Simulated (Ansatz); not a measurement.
Consider the following.

```xyz
8
Lattice="5.3862 0.0000 0.0000 0.0000 5.3862 0.0000 0.0000 0.0000 3.1559" Properties=species:S:1:pos:R:3 pbc="T T T"
Ga     1.7252     3.6610     0.0000
Ga     3.6610     1.7252     0.0000
Ga     4.4183     4.4183     1.5780
Ga     0.9679     0.9679     1.5780
N      1.7056     1.7056     0.0000
N      3.6805     3.6805     0.0000
N      0.9875     4.3987     1.5780
N      4.3987     0.9875     1.5780
```

No spin polarisation.

The values are results of plane-wave PAW DFT at the PBEsol level (Ansatz, an electronic-structure program, 420 eV), no spin-orbit coupling, not measurements. Γ-centred 6×6×10 mesh, Fermi–Dirac width 0.05 eV.

Problem. Predict the electron mass, band gap and width of the top valence band.

Solution. 
* **Electron mass**: 0.19 mₑ (at Γ)
* **Band gap**: 2.10 eV
* **Width of the top valence band**: 2.04 eV

Load acts through the strain it causes; cell and atoms are relaxed under it. Effective masses come from finite differences of ±0.01 Å⁻¹. Stability against distortions was not tested. No other phases were tried under pressure. The cell was made from GaN (space group P4_2/mnm, No. 136; a hypothetical phase, not in the database extracts checked) by this change: pressure 7.5 GPa.
